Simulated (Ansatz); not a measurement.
Base system: a 24-atom supercell of Mg2Ge in the anti-fluorite structure (space group Fm-3m, No. 225; a = 6.364 Å) at its relaxed geometry.

Method: Kohn–Sham DFT with the PBEsol functional, run in Ansatz (an electronic-structure program) with PAW and 420 eV plane waves, spin-orbit coupling left out.

For the base:

Gap of the supercell: 0.08 eV
Pressure: 0.0 GPa

Now apply this change: a neutral Ge vacancy, atoms relaxed at fixed cell, starting from a slightly rattled geometry.

What does the calculation give for the gap of the supercell, largest displacement of a host atom from its site in the perfect cell and pressure after the change?

The gap of the supercell goes from 0.08 eV to zero; the largest displacement of a host atom from its site in the perfect cell amounts to 0.05 Å; the pressure goes from zero to -0.5 GPa.

The cell is small, so the values are those of an ordered compound at a high defect concentration; dilute-limit values will differ. All final runs are without spin polarisation. The defect cell is not spin-polarised. The zero or small gap of Mg2Ge can change with the level of theory.
